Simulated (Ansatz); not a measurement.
Base system: HgS in the zinc blende structure (space group F-43m, No. 216; a = 5.876 Å).

The change: a fraction x = 0.25 of the S sites is given to Se, ordered in a cell of 8 atoms (starting symmetry Cm) and fully relaxed.

The other end (x = 1) is HgSe in the zinc blende structure (space group F-43m, No. 216): 28.84 Å³/atom, gap zero.

Levels (all Ansatz, a quantum-chemistry and plane-wave program, PAW, earlier PAW set): PBEsol (420 eV, no spin-orbit coupling); HSE06 (420 eV, without spin-orbit coupling); PBEsol+SOC (420 eV, noncollinear with spin-orbit coupling).

One geometry, relaxed with PBEsol, under each level:

| level | band gap | pressure |
|---|---|---|
| PBEsol | zero | 0.0 GPa |
| HSE06 | 0.19 eV | – |
| PBEsol+SOC | zero | -0.7 GPa |

Single points use the geometry relaxed with PBEsol. HSE06 was sampled on its mesh, a few special points and the semilocal edge points, so its gap is an upper bound. The spin-orbit shifts are approximate. These are small ordered cells, not random alloys; other orderings at the same x differ. With Hg present, leaving out spin-orbit coupling can change the band edges. Stability against distortions was not tested. The runs without spin-orbit coupling are not spin-polarised. Gaps under 0.05 eV, about the width of the smearing, are given as zero. The zero or small gap of Hg4SeS3, HgS and HgSe can change with the level of theory.
